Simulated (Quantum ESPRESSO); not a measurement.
Troubleshooting Quantum ESPRESSO: a failed run on NiS (R3m, 6 atoms in the cell). The aim is a self-consistent single point with DFT, LDA (PZ), plane waves, PSlibrary ultrasoft (LDA) pseudopotentials.

The input file:

```fortran
&control
   calculation = 'scf'
   prefix = 'scf'
   outdir = './tmp/'
   pseudo_dir = './'
   tprnfor = .true.
   tstress = .true.
/
&system
   ibrav = 0
   nat = 6
   ntyp = 2
   ecutwfc = 50
   ecutrho = 300
   occupations = 'smearing'
   smearing = 'marzari-vanderbilt'
   degauss = 0.0036749
   nspin = 2
   starting_magnetization(1) = 0.200
/
&electrons
   conv_thr = 1.0d-9
   mixing_beta = 0.4
/
ATOMIC_SPECIES
Ni    58.6934  Ni.pz-n-rrkjus_psl.1.0.0.UPF
S     32.0600  S.pz-n-rrkjus_psl.1.0.0.UPF
ATOMIC_POSITIONS angstrom
Ni    0.000187571    0.263623387    0.000190044
Ni    0.000192380    0.000188820    0.263620464
Ni    0.263618314    0.000188820    0.000191094
S     0.728802773    0.391601755    0.728799944
S     0.728797964    0.728798335    0.391600942
S     0.391599109    0.728801111    0.728798894
K_POINTS automatic
7 7 7  1 1 1
CELL_PARAMETERS angstrom
   4.809500000     2.776766000     1.049967000
  -4.809500000     2.776766000     1.049967000
   0.000000000    -5.553532000     1.049967000
```

Log, with long lists cut:

```
     Self-consistent Calculation

     iteration #  1     ecut=    50.00 Ry     beta= 0.40

 %%%%%%%%%%%%%%%%%%%%%%%%%%%%%%%%%%%%%%%%%%%%%%%%%%%%%%%%%%%%%%%%%%%%%%%%%%%%%%
     Error in routine cdiaghg (100):
     S matrix not positive definite
 %%%%%%%%%%%%%%%%%%%%%%%%%%%%%%%%%%%%%%%%%%%%%%%%%%%%%%%%%%%%%%%%%%%%%%%%%%%%%%

     stopping ...
```

Problem. Read the log: what does the program object to, and what is the fix?

Solution. The fault is this: crystal numbers under an angstrom card; here the program stops on it instead of giving results. To fix it, make label and numbers agree, by changing either. The program stopped with an error at about iteration 1.

An input that runs soundly differs in these lines (not the only fix; some lines may just follow from the change or write a value another way):
```diff
-ATOMIC_POSITIONS angstrom
-Ni    0.000187571    0.263623387    0.000190044
-Ni    0.000192380    0.000188820    0.263620464
-Ni    0.263618314    0.000188820    0.000191094
-S     0.728802773    0.391601755    0.728799944
-S     0.728797964    0.728798335    0.391600942
-S     0.391599109    0.728801111    0.728798894
+ATOMIC_POSITIONS crystal
+Ni    0.000190000    0.263620000    0.000190000
+Ni    0.000190000    0.000190000    0.263620000
+Ni    0.263620000    0.000190000    0.000190000
+S     0.728800000    0.391600000    0.728800000
+S     0.728800000    0.728800000    0.391600000
+S     0.391600000    0.728800000    0.728800000
-   4.809500000     2.776766000     1.049967000
-  -4.809500000     2.776766000     1.049967000
-   0.000000000    -5.553532000     1.049967000
+   4.809499896     2.776766060     1.049967000
+  -4.809499896     2.776766060     1.049967000
+   0.000000000    -5.553532120     1.049967000
```

With that input, the run converged in 14 iterations: free energy E − TS -4948.3005 eV; Fermi level (on the code's own zero) 10.26 eV; pressure -12.09 GPa; largest force (vector length) 0.263 eV/Å; size of the cell's spin moment 0.00 μB (DFT, LDA (PZ), plane waves, PSlibrary ultrasoft (LDA) pseudopotentials).

On the sound input: the starting cell comes from a database of published, mostly measured structures (it also holds non-ambient and calculated ones), without a prior relaxation at this level. The starting moments vanished: the run ended non-magnetic, which need not be the lowest state. With a pressure of about -12 GPa the cell is away from its equilibrium volume at this level.
